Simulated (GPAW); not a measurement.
A working GPAW input for NbC (P6_3/mmc, 4 atoms in the cell) (DFT PBEsol, real-space grid, GPAW PAW datasets PBEsol (made by gpaw-setup)):

```python
from ase import Atoms
from gpaw import GPAW

atoms = Atoms(['Nb', 'Nb', 'C', 'C'],
              cell=[[3.136170, 0.000000, 0.000000],
                    [-1.568085, 2.716003, 0.000000],
                    [0.000000, 0.000000, 5.366180]],
              positions=[[1.568087, 0.905333, 4.024635],
                         [-0.000002, 1.810670, 1.341545],
                         [0.000000, 0.000000, 0.000000],
                         [0.000000, 0.000000, 2.683090]],
              pbc=True)

calc = GPAW(mode='fd',
            h=0.2,
            xc='PBEsol',
            kpts={'size': (10, 10, 5), 'gamma': True},
            occupations={'name': 'methfessel-paxton', 'width': 0.1, 'order': 0},
            nbands=-10,
            convergence={'forces': 0.001},
            symmetry={'symmorphic': False, 'tolerance': 0.0005},
            maxiter=150,
            txt='-')

atoms.calc = calc

energy = atoms.get_potential_energy()
print('Energy (eV):', round(energy, 6))
forces = atoms.get_forces()
print('Forces (eV/Ang):')
print(forces.round(5))
```

The run converged in 21 iterations: free energy E − TS (from the program's reference atoms) -43.6153 eV; Fermi level (on the code's own zero) 12.42 eV. Each of these slips is then made, one at a time:

(1)
```diff
-            maxiter=150,
+            maxiter=3,
```

(2)
```diff
-              cell=[[3.136170, 0.000000, 0.000000],
-                    [-1.568085, 2.716003, 0.000000],
-                    [0.000000, 0.000000, 5.366180]],
-              positions=[[1.568087, 0.905333, 4.024635],
-                         [-0.000002, 1.810670, 1.341545],
-                         [0.000000, 0.000000, 0.000000],
-                         [0.000000, 0.000000, 2.683090]],
+              cell=[[1.659590, 0.000000, 0.000000],
+                    [-0.829795, 1.437247, 0.000000],
+                    [0.000000, 0.000000, 2.839660]],
+              scaled_positions=[[0.666667, 0.333333, 0.750000],
+                                [0.333333, 0.666667, 0.250000],
+                                [0.000000, 0.000000, 0.000000],
+                                [0.000000, 0.000000, 0.500000]],
-            maxiter=150,
+            maxiter=60,
```

Question: What happens in each case?

Answer: 
(1) An iteration limit that is too low. The run ended unconverged after 3 iterations, with the message: gpaw.KohnShamConvergenceError: Did not converge! See text output for help..

(2) Cell lengths in the wrong unit (bohr against Å). The run converged in 21 iterations without an error; against the sound input the free energy goes up by 110 eV/atom.

The starting cell comes from a database of computed structures (which also holds hypothetical and non-ambient phases and stackings), without a prior relaxation at this level. Spin polarisation is off.

Left out of this page: 4 runs of the series outside the window shown, repeating another row's setting, or not comparable.
